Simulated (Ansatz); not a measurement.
For SiNF (model structure, Pmn2₁, No. 31, 6 atoms in the cell), PBE in Ansatz (PAW) gives:

| Property | Result |
|---|---|
| bulk modulus B0 | 4.25 GPa |
| cohesive energy | 5.61 eV/atom |
| band gap | 5.13 eV |

Task: What does r²SCAN in Ansatz (plane waves, PAW) give for the same quantities?

Result: 
- bulk modulus: 28.6 GPa (grows by 570 %)
- cohesive energy: 5.62 eV/atom (is nearly the same)
- band gap: 5.95 eV (increases by 0.82 eV)

Changes are worked out from the printed values.

Unless a cell is named, each level is at its own relaxed cell (PBE 13.86, r²SCAN 11.63 Å³/atom).

Density-functional gaps are differences of (generalised) Kohn–Sham levels.

Caveats: the bulk modulus is −V dP/dV from two relaxed cells at ±2 % in volume (PBE, r²SCAN). Ansatz's density-functional and Hartree–Fock values are scalar-relativistic unless marked +SOC, with PAW data made under PBE.

A model structure was made by putting elements into a prototype or built by hand; it is no filed structure, need not be a known phase, and can be a saddle point held by its symmetry.

Ansatz is a first-principles code.
